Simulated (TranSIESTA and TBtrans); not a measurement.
Run with TranSIESTA and TBtrans (open boundaries, self-consistent; PseudoDojo norm-conserving potentials, scalar-relativistic): PAO.BasisSize DZ, PAO.EnergyShift 0.15 eV, XC.Authors PBE, Mesh.Cutoff 200 Ry, ElectronicTemperature 300 K, TS.Voltage 0.0 eV, TBT.Elecs.Eta 0.001 eV, no spin polarisation.

System: Na chain with one bond stretched by 0.6 Å. Leads: straight Na chain, spacing 3.3 Å. Geometry: as built, not relaxed.

Question: Predict: conductance at 300 K (G0 = 2e²/h); mean T from −0.5 to 0.5 eV.

Answer: conductance at 300 K (G0 = 2e²/h): 0.97; mean T from −0.5 to 0.5 eV: 0.96. The straight chain is held at its spacing; free chains may zigzag or dimerise. No spin-polarised start was tried, so a magnetic state, if there is one, is missed.
